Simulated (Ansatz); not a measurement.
# A 2x2 cell of the 1x1 (100) surface of fcc Cu, relaxed from a rattled start

Level of theory: PBE (plane waves to 420 eV, PAW; Ansatz, a quantum-chemistry and plane-wave program).

Set-up: 16 atoms, 5.4 Å thick at the start (thin: gaps and levels are the slab's own); mesh 6x6x1; 0.1 eV smearing; dipole correction on; 8 atoms held, the rest relaxed; no symmetry held; no spin, no spin-orbit, no U.

- work function of the top face: 4.55 eV
- energy released by relaxation: 0.29 eV
- energy gained against the symmetric clean supercell: 0.000 eV
- cost: roughly 11 core-minutes
